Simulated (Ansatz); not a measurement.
Output of an Ansatz run (abridged):

```
WARN ansatz: RAYON_NUM_THREADS=1 ignored (pool sized by the plan → 1); use --threads N
Pseudopotentials: kind: paw
Pseudopotential: Sc, paw, valence charge 11
Pseudopotential: V, paw, valence charge 13
Pseudopotential: Ga, paw, valence charge 13
Crystal: 7 atoms, lattice volume = 108.214 Å³
Basis set: ecut = 420 eV, 2121 PW (Γ)
Bands: 54, of which v1, the nominal top of the filled ones, is band 45 counted from 1 (44 counted from 0)
Symmetry: 16 space group operations
Space group: I4/mmm (ITA 139), of the structure as read, at distance tolerance 4.8e-5 Å
k-points: 30 of 216
PAW frozen core: Sc, regenerated for the run's functional, and the local potential with it
PAW frozen core: V, regenerated for the run's functional, and the local potential with it
PAW frozen core: Ga, regenerated for the run's functional, and the local potential with it
Initial density: superposition of atomic densities (neutral atoms: chi_scale 0, normalization atom), corrected by the library's trained network
Initial wavefunctions: pseudopotential atomic-orbital guess
Eigensolver: davidson
Functional: x = slater, c = lda
SCF iter   1: F=—  HF=-22641.045969 eV  |F-HF|=—  |Δ(HF+E_count)|=         —  Δρ=8.09e-3  dr2=3.55e-2  ethr=1.77e-3  ⟨swp⟩=5.8  Hψ=5390  notcnv=0
all-band conjugate gradients solve this SCF's bands
preconditioner: auto → Kerker (q_TF=auto, 2.641 Å⁻¹)
SCF iter   2: F=—  HF=-22641.040006 eV  |F-HF|=—  |Δ(HF+E_count)|=   5.96e-3  Δρ=3.60e-3  dr2=7.85e-3  ethr=3.98e-5  ⟨swp⟩=2.6  Hψ=2982  notcnv=0  defer=3
SCF iter   3: F=—  HF=-22641.039135 eV  |F-HF|=—  |Δ(HF+E_count)|=   8.71e-4  Δρ=1.31e-3  dr2=8.07e-4  ethr=8.82e-6  ⟨swp⟩=3.0  Hψ=2596  notcnv=0  defer=3
SCF iter   4: F=—  HF=-22641.038847 eV  |F-HF|=—  |Δ(HF+E_count)|=   2.88e-4  Δρ=4.57e-4  dr2=2.08e-4  ethr=9.07e-7  ⟨swp⟩=2.0  Hψ=2137  notcnv=0  defer=3
SCF iter   5: F=—  HF=-22641.038813 eV  |F-HF|=—  |Δ(HF+E_count)|=   3.42e-5  Δρ=1.04e-4  dr2=1.43e-5  ethr=2.33e-7  ⟨swp⟩=2.1  Hψ=2444  notcnv=0  defer=3
SCF iter   6: F=—  HF=-22641.038798 eV  |F-HF|=—  |Δ(HF+E_count)|=   1.49e-5  Δρ=2.62e-5  dr2=7.46e-7  ethr=1.60e-8  ⟨swp⟩=2.0  Hψ=2517  notcnv=0  defer=3
SCF iter   7: F=-22641.038798 eV  HF=-22641.038798 eV  |F-HF|=3.83e-8  |Δ(HF+E_count)|=   3.85e-8  Δρ=7.00e-6  dr2=5.28e-8  ethr=1.12e-10  ⟨swp⟩=8.1  Hψ=6714  notcnv=0
SCF 1 converged in 7 iterations: F = -22641.038798 eV  dr2 = 5.28e-8
SCF converged after 7 iterations
Free energy (F): -22641.038798 eV
Harris-Foulkes:  -22641.038798 eV  (|F-HF|=3.83e-8)
Internal energy: -22641.015486 eV  (E = F + TS)
E sigma→0 (E₀):  -22641.027142 eV
Entropy (-TS):   -0.023312 eV (-3.330 meV/atom)
Fermi energy:    13.068338 eV
--- Per-component energies (eV) ---
  E_band       = -478.497961
  E_kinetic    = 1403.665014
  E_local      = -9496.905845  (includes V_loc(G=0)·N_el)
  E_nonlocal   = 1704.839845
  E_hartree    = 4383.786788
  E_xc         = -642.878276
  E_vxc        = -700.115597  (∫ρ·V_xc dr)
  E_paw        = -10677.269790  (= ΣΔE_a)
  E_vpaw       = -2157.553220  (= ΣTr[D̂ρ^β])
  E_aug_tail   = 0.000061  (compensation charges beyond the density's cutoff)
  E_ewald      = -9324.164424
  E_core_change = 7.911142  (= ΣΔE_core)
  E_smearing   = -0.023312  (= −TS)
  E_closure    = -0.000000  (closes the sum)
  Σ components = -22641.038798   (vs F -22641.038798, Δ=0.00e0)
--- Forces (eV/Å), atoms counted from 1 ---
  atom   1  Sc    -0.00000000     0.00000000     0.00000000
  atom   2  V      0.00000000     0.00000000     0.00000000
  atom   3  V      0.00000000     0.00000000     0.00000000
  atom   4  Ga    -0.07223576    -0.07223576     0.00000000
  atom   5  Ga     0.07223576     0.07223576     0.00000000
  atom   6  Ga     0.07223576    -0.07223576    -0.00000000
  atom   7  Ga    -0.07223576     0.07223576    -0.00000000
  max |Σ_I F_I| component: 2.78e-17 eV/Å
--- Stress (GPa, compression-positive) ---
       -7.828666       0.000000      -0.000000
        0.000000      -7.828666      -0.000000
       -0.000000      -0.000000      -7.096729
  P = ⅓ Tr σ = -7.5847 GPa (-75.847 kbar)
  The stress holds the Pulay correction. Without it, at fixed plane waves, as pw.x and ABINIT print it: P = -7.6276 GPa
--- Band table (eV; the first three rows and the last of 30) ---
  k-point 0: bands = ["-50.3313", "-50.2392", "-35.8709", "-24.7406", "-24.5514", "-24.5514", "-24.4725", "-24.4725", "-24.0909", "-14.8518", "-14.7889", "-14.7889", "-1.8699", "-1.8358", "-1.8073", "-1.8028", "-1.7345", "-1.7345", "-1.7319", [...]
  k-point 1: bands = ["-50.3313", "-50.2392", "-35.8709", "-24.7408", "-24.5522", "-24.5514", "-24.4726", "-24.4724", "-24.0909", "-14.8518", "-14.7898", "-14.7890", "-1.8610", "-1.8305", "-1.8019", "-1.7908", "-1.7478", "-1.7313", "-1.7288", [...]
  k-point 2: bands = ["-50.3312", "-50.2392", "-35.8709", "-24.7412", "-24.5536", "-24.5513", "-24.4726", "-24.4723", "-24.0910", "-14.8518", "-14.7915", "-14.7890", "-1.8423", "-1.8185", "-1.7984", "-1.7656", "-1.7615", "-1.7242", "-1.7214", [...]
  k-point 29: bands = ["-50.3312", "-50.2392", "-35.8708", "-24.7421", "-24.5543", "-24.5543", "-24.4722", "-24.4722", "-24.0912", "-14.8522", "-14.7916", "-14.7916", "-1.8468", "-1.8147", "-1.8110", "-1.8110", "-1.7330", "-1.7330", "-1.7161", [...]
```

The structure:

```
CELL_PARAMETERS angstrom
     -3.23685     3.23685     2.58214
      3.23685    -3.23685     2.58214
      3.23685     3.23685    -2.58214
ATOMIC_POSITIONS crystal
  Sc 0.00000 0.00000 0.00000
  V  0.75000 0.25000 0.50000
  V  0.25000 0.75000 0.50000
  Ga 0.30087 0.30087 0.60174
  Ga 0.69913 0.69913 0.39826
  Ga 0.30087 0.69913 0.00000
  Ga 0.69913 0.30087 0.00000
```

Problem. Write an input that gives this output.

Solution. Other spellings and defaults could give the same log, and not every line can be read from it. The input that was run (DFT, LDA (PW92), plane waves, default PAW files made with PBE):

Ansatz 0.2 input:
```yaml
# Sc(VGa2)2
crystal:
  lattice:
    - [-3.236846, 3.236846, 2.582138]
    - [3.236846, -3.236846, 2.582138]
    - [3.236846, 3.236846, -2.582138]
  atoms:
    - { symbol: Sc, position: [0.000000, 0.000000, 0.000000] }
    - { symbol: V, position: [0.750000, 0.250000, 0.500000] }
    - { symbol: V, position: [0.250000, 0.750000, 0.500000] }
    - { symbol: Ga, position: [0.300870, 0.300870, 0.601740] }
    - { symbol: Ga, position: [0.699130, 0.699130, 0.398260] }
    - { symbol: Ga, position: [0.300870, 0.699130, 0.000000] }
    - { symbol: Ga, position: [0.699130, 0.300870, 0.000000] }
basis:
  ecutwfc: 420.0
kpoints:
  mp_grid: { grid: [6, 6, 6] }
hamiltonian:
  xc: lda
  pseudopotentials: { kind: paw }
scf:
  occupations: { method: gaussian, width: 0.1 }
output:
  forces: true
  eigenvalues: true
  stress: true
```

The starting cell comes from a database of computed structures (which also holds hypothetical and non-ambient phases and stackings), without a prior relaxation at this level. Its lattice was rescaled by up to half a per cent. Spin polarisation is off. With a pressure of about -8 GPa the cell is away from its equilibrium volume at this level. Ansatz's pressure includes its estimate of the finite-basis (Pulay) stress.

Ansatz is a quantum-chemistry and plane-wave program.
